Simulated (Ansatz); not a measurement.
# Hypothetical I4/mmm MgB2, response to strain

Consider MgB2 (space group I4/mmm, No. 139; a hypothetical phase, not in the database extracts checked; relaxed with 0.1 eV smearing).

```
MgB2
1.0
   -1.33199     1.33199     4.17685
    1.33199    -1.33199     4.17685
    1.33199     1.33199    -4.17685
Mg B
1 2
Cartesian
  0.00000   0.00000   0.00000
  0.00000   0.00000   2.36642
  0.00000   0.00000   5.98728
```

Cartesian axes are those of the cell as printed.

Strains are applied to the cell and any free atomic positions relax; under biaxial strain the out-of-plane vector relaxes too; under stress the whole cell relaxes.

Levels (all Ansatz, an electronic-structure program, PAW): PBEsol (420 eV, no spin-orbit coupling); r2SCAN (500 eV, spin-orbit coupling left out).

Pressures by level, all at the geometries relaxed with PBEsol:

| case | PBEsol | r2SCAN |
|---|---|---|
| base | 0.0 GPa | 1.3 GPa |
| biaxial strain +0.17 %, plane normal [001], relaxed out of plane | -0.3 GPa | 1.0 GPa |
| isotropic strain +0.22 % | -0.7 GPa | 0.5 GPa |
| uniaxial strain ε_yy = −2.86 % | 3.4 GPa | 4.7 GPa |
| uniaxial strain ε_zz = +3.72 % | -3.7 GPa | -2.6 GPa |
| uniaxial stress, 5 GPa tension along z | -1.7 GPa | -0.5 GPa |

Single points use the geometry relaxed with PBEsol. Their cutoffs differ, which shifts pressures a little. Stability under load was not tested beyond the relaxation. All final runs are without spin polarisation.
